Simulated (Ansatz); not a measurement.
## Pressure series in hypothetical simple cubic Ni

Consider Ni in the simple cubic structure (space group Pm-3m, No. 221; a = 2.289 Å; ferromagnetic; a hypothetical phase, not in the database extracts checked).

Cell and atoms are relaxed at each pressure.

The values are results of Ansatz (a program for electronic structure) PBEsol, scalar-relativistic without spin-orbit coupling, not measurements.

Notes on the quantities. enthalpy: H = E + PV relative to the base's energy.

```tsv
variant	shortest interatomic distance	enthalpy	largest site moment
base	2.289 Å	–	0.53 μB
pressure −2 GPa	2.299 Å	-0.15 eV/atom	0.55 μB
pressure −1 GPa	2.294 Å	-0.08 eV/atom	0.54 μB
pressure 0.3 GPa	2.288 Å	+0.02 eV/atom	0.53 μB
pressure 0.7 GPa	2.286 Å	+0.05 eV/atom	0.53 μB
pressure 1.5 GPa	2.282 Å	+0.11 eV/atom	0.52 μB
pressure 3 GPa	2.276 Å	+0.22 eV/atom	0.51 μB
pressure 5 GPa	2.268 Å	+0.37 eV/atom	0.50 μB
pressure 7.5 GPa	?	+0.55 eV/atom	?
pressure 10 GPa	2.249 Å	+0.73 eV/atom	0.47 μB
```

Problem. Fill in the withheld entries from the trend.

Solution. 
- pressure 7.5 GPa, shortest interatomic distance: 2.258 Å
- pressure 7.5 GPa, largest site moment: 0.48 μB

The magnetic state is the one reached from the starting moments; the real material's order can differ, and small cells can't hold many antiferromagnetic ones. Load acts through the strain it causes; cell and atoms are relaxed under it. No phonon test of stability was made. No other phases were tried under pressure.
